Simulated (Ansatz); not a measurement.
Spacing of the highest filled and lowest empty level at the zone centre in eight small model glasses of hand-chosen composition and density, fast-quenched (anions pushed apart in CHGNet runs), each at its PBE geometry, by PBE and by HSE06 (Ansatz, an electronic-structure program, plane waves, PAW). The cells are the first eight to finish that balance their formal charges, show no moments and no lower geometry on charging where those were tested, and have a gap at both levels; defect levels can set the spacings, and exact exchange is cut at the cells' faces.

```tsv
cell	quench by	pressure (GPa)	levels at the gap	PBE (eV)	experiment, tabulated (eV)
Si30N45Ta3	CHGNet	-1.4	localised at the filled edge	2.09	-
In9Ga9Zn9O39B2	CHGNet	2.0	localised at the filled edge	1.02	-
In9Ga9Zn9O37Ca	CHGNet	5.7	localised at the filled edge	0.81	-
Zr20O41Mg	CHGNet	-2.4	localised at the filled edge	3.54	-
Al28O44Hf	CHGNet	-0.1	localised at the filled edge	3.61	-
Zr20O41Ba	CHGNet	0.0	spread	3.53	-
Ga24O37Zn	CHGNet	0.1	localised at the filled edge	1.60	-
Al28O45Sb2	CHGNet	3.5	localised at the filled edge	3.58	-
```

Question: What does HSE06 give, and how does it move these values against PBE?

Answer: Si30N45Ta3 3.28, In9Ga9Zn9O39B2 2.61, In9Ga9Zn9O37Ca 2.37, Zr20O41Mg 5.12, Al28O44Hf 5.30, Zr20O41Ba 5.04, Ga24O37Zn 3.33, Al28O45Sb2 4.83 eV. It raises them by +1.20 to +1.74 eV, +1.51 eV on average. A straight line through the eight gives HSE06 = 0.97 × PBE +1.58 eV, with a scatter of 0.18 eV.
